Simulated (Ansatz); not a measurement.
Base system: GaSb in the zinc blende structure (space group F-43m, No. 216; a = 6.1324 Å). Axes: x, y, z lie along the cube axes.

Computed with DFT with r2SCAN, PAW potentials and a 500 eV plane-wave cutoff in Ansatz (a quantum-chemistry and plane-wave program), scalar-relativistic without spin-orbit coupling.

Strains are applied to the cell and any free atomic positions relax; under biaxial strain the out-of-plane vector relaxes too.

One change was made to it. Results:

```tsv
quantity	base	after
energy relative to the base (free energy F)	0 meV/atom	+3.7 meV/atom
volume per atom	28.83 Å³	28.27 Å³
band gap	0.41 eV	0.50 eV
electron mass	0.023 mₑ (at Γ)	0.030 mₑ (at Γ)
```

Q: Which of these changes matches the shifts?
A. biaxial strain −0.42 %, plane normal [111], relaxed out of plane
B. biaxial strain −1.67 %, plane normal [111], relaxed out of plane
C. biaxial strain −1.25 %, plane normal [111], relaxed out of plane
D. biaxial strain −2.08 %, plane normal [111], relaxed out of plane

A: C, biaxial strain −1.25 %, plane normal [111], relaxed out of plane. For comparison, the energy relative to the base in the other runs: biaxial strain −2.08 %, plane normal [111], relaxed out of plane gives +10 meV/atom; biaxial strain −0.42 %, plane normal [111], relaxed out of plane gives +0.4 meV/atom; biaxial strain −1.67 %, plane normal [111], relaxed out of plane gives +6.6 meV/atom.

With Sb present, leaving out spin-orbit coupling can change the band edges. Masses are band curvatures over ±0.01 Å⁻¹ around the edge. Stability against distortions was not tested.
